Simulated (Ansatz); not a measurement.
# Al2Au, response to strain

Start from Al₂Au (space group Fm-3m, No. 225; relaxed with 0.1 eV smearing).

```yaml
crystal:
  lattice:
    - [0.00000, 3.00158, 3.00158]
    - [3.00158, 0.00000, 3.00158]
    - [3.00158, 3.00158, 0.00000]
  atoms:
    - { symbol: Al, position: [0.25000, 0.25000, 0.25000] }
    - { symbol: Al, position: [0.75000, 0.75000, 0.75000] }
    - { symbol: Au, position: [0.00000, 0.00000, 0.00000] }
```

Cartesian axes are those of the cell as printed.

Strains are applied to the cell and any free atomic positions relax; under biaxial strain the out-of-plane vector relaxes too.

Method: PBEsol (Ansatz, a quantum-chemistry and plane-wave program, PAW, no SOC).

Notes on the quantities. energy relative to the base: free energy F.

| biaxial strain, plane normal [001], relaxed out of plane (%) | energy relative to the base (meV/atom) |
|---|---|
| 0 | 0.0 |
| 0.5 | 0.4 |
| 1 | 1.5 |
| 1.5 | 3.4 |
| 2 | ? |
| 2.5 | 9.4 |
| 3 | 13.5 |

Task: Fit ΔE = Aε² + Bε³ (ε in %) to the rows shown and predict the withheld row.

Result: Least squares on the printed values gives A = 1.52 and B = -0.0068 meV/atom (largest residual 0.0 meV/atom); this predicts 6.0 meV/atom, and the run gives 6.0 meV/atom, in agreement.

No phonon test of stability was made.
